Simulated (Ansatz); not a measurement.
System: NaBeH3 (Pm-3m, No. 221; start mp-23729). Method: G0W0@HSE06 (plane waves, hard PAW, contour deformation; Ansatz, an electronic-structure program).

The same calculation (at the PBEsol cell, 7.362 Å³/atom) with different numerical settings; throughout: k mesh 2×2×2:

```json
[
 {"run": "1", "response cutoff (eV)": "100", "empty bands": "154", "quasiparticle gap on the mesh (eV)": "2.277", "quasiparticle gap at Γ (eV)": "5.659", "rough time": "50 core-s"},
 {"run": "2", "response cutoff (eV)": "150", "empty bands": "282", "quasiparticle gap on the mesh (eV)": "2.361", "quasiparticle gap at Γ (eV)": "5.736", "rough time": "80 core-s"},
 {"run": "3", "response cutoff (eV)": "200", "empty bands": "434", "quasiparticle gap on the mesh (eV)": "2.408", "quasiparticle gap at Γ (eV)": "5.776", "rough time": "2 core-min"},
 {"run": "4", "response cutoff (eV)": "250", "empty bands": "607", "quasiparticle gap on the mesh (eV)": "2.438", "quasiparticle gap at Γ (eV)": "5.799", "rough time": "4 core-min"},
 {"run": "5", "response cutoff (eV)": "300", "empty bands": "798", "quasiparticle gap on the mesh (eV)": "2.459", "quasiparticle gap at Γ (eV)": "5.814", "rough time": "10 core-min"},
 {"run": "6", "response cutoff (eV)": "400", "empty bands": "1228", "quasiparticle gap on the mesh (eV)": "2.484", "quasiparticle gap at Γ (eV)": "5.831", "rough time": "30 core-min"},
 {"run": "7", "response cutoff (eV)": "500", "empty bands": "1717", "quasiparticle gap on the mesh (eV)": "[?]", "quasiparticle gap at Γ (eV)": "[?]", "rough time": "60 core-min"}
]
```

**Question.** Some entries are withheld; supply them.

**Answer.** 
- 7, quasiparticle gap on the mesh (eV): 2.497
- 7, quasiparticle gap at Γ (eV): 5.840

In the column quasiparticle gap on the mesh (eV) the first row differs from the last by -0.220 and the next to last by -0.013.

The last row is no converged limit: other settings stay fixed.

Note: GW on a hybrid start was not checked against another program.

A start named mp-… is a Materials Project structure, which can be a computed phase never made.
